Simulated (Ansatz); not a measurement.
**A computed series for Ba2TaBiO6: response to strain**

Take Ba2TaBiO6 (space group C2/m, No. 12; a cell from a computed database, its experimental status unchecked) as the base.

```
Ba2TaBiO6
1.0
    5.19364    -3.00428     0.00000
    5.19364     3.00428     0.00000
   -3.50846     0.00000     4.97295
Ba Ta Bi O
2 1 1 6
Direct
  0.24856   0.24856   0.24183
  0.75144   0.75144   0.75817
  0.50000   0.50000   0.00000
  0.00000   0.00000   0.50000
  0.69289   0.22681   0.18684
  0.30711   0.77319   0.81316
  0.77319   0.30711   0.81316
  0.22681   0.69289   0.18684
  0.27154   0.27154   0.69912
  0.72846   0.72846   0.30088
```

Cartesian axes are those of the cell as printed.

Strains are applied to the cell and any free atomic positions relax; under biaxial strain the out-of-plane vector relaxes too.

Computed with PBEsol, PAW, 420 eV (Ansatz, a program for electronic structure; no SOC).

Base values:

The band gap comes out as 2.37 eV.

### Question
The aim is a band gap between 1.62 eV and 1.79 eV. Which of these changes reaches it?
A) biaxial strain −3.44 %, plane normal [001], relaxed out of plane
B) biaxial strain −4.87 %, plane normal [001], relaxed out of plane
C) uniaxial strain ε_yy = −2.24 %
D) biaxial strain −0.48 %, plane normal [001], relaxed out of plane

### Answer
B, biaxial strain −4.87 %, plane normal [001], relaxed out of plane. It gives 1.73 eV; uniaxial strain ε_yy = −2.24 % gives 2.24 eV; biaxial strain −0.48 %, plane normal [001], relaxed out of plane gives 2.31 eV; biaxial strain −3.44 %, plane normal [001], relaxed out of plane gives 1.92 eV. Changes not listed may reach it too

Spin-orbit coupling, missing from the scalar runs, can matter with Bi and Ta. Stability against distortions was not tested.
